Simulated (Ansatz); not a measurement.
# Nb: response to strain

Consider Nb in the bcc (W type) structure (space group Im-3m, No. 229; relaxed with 0.1 eV smearing).

```
CELL_PARAMETERS angstrom
     -1.65223     1.65223     1.65223
      1.65223    -1.65223     1.65223
      1.65223     1.65223    -1.65223
ATOMIC_POSITIONS crystal
  Nb 0.00000 0.00000 0.00000
```

Cartesian axes are those of the cell as printed.

Strains are applied to the cell and any free atomic positions relax.

Method: r2SCAN (Ansatz, a quantum-chemistry and plane-wave program, PAW, no spin-orbit coupling).

Notes on the quantities. energy relative to the base: free energy F.

```json
[
 {"change": "base", "volume per atom": "18.04 Å³", "energy relative to the base": "0 meV/atom"},
 {"change": "uniaxial strain ε_zz = +0.50 %", "volume per atom": "18.13 Å³", "energy relative to the base": "+0.4 meV/atom"},
 {"change": "uniaxial strain ε_zz = +1.00 %", "volume per atom": "18.22 Å³", "energy relative to the base": "…"},
 {"change": "uniaxial strain ε_zz = +1.50 %", "volume per atom": "18.31 Å³", "energy relative to the base": "…"},
 {"change": "uniaxial strain ε_zz = +2.00 %", "volume per atom": "18.40 Å³", "energy relative to the base": "+5.5 meV/atom"},
 {"change": "uniaxial strain ε_zz = +2.50 %", "volume per atom": "18.49 Å³", "energy relative to the base": "+8.5 meV/atom"},
 {"change": "uniaxial strain ε_zz = +3.00 %", "volume per atom": "18.58 Å³", "energy relative to the base": "+12 meV/atom"}
]
```

Q: Some entries are withheld; estimate them.

A: 
- uniaxial strain ε_zz = +1.00 %, energy relative to the base: +1.4 meV/atom
- uniaxial strain ε_zz = +1.50 %, energy relative to the base: +3.1 meV/atom

Stability against distortions was not tested. All final runs are without spin polarisation.
